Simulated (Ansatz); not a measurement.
Start from Ge in the diamond structure (space group Fd-3m, No. 227; a = 5.762 Å).

Calculations: PBE/PAW in Ansatz (a program for electronic structure), no spin-orbit coupling.

Base values:

```
Property    Value
--------  -------
Pressure  0.0 GPa
Band gap     zero
```

Perturbation: every lattice vector is stretched by 3.00 %; the atoms relax in the strained cell.

Question: Estimate the effect on the pressure.

Answer: The pressure goes from zero to -4.2 GPa.

Question: What happens to the energy relative to the base?

Answer: The energy increases by 32 meV/atom.

Question: What happens to the band gap?

Answer: The band gap remains zero.

Stability against distortions was not tested. The zero or small gap of Ge can change with the level of theory.
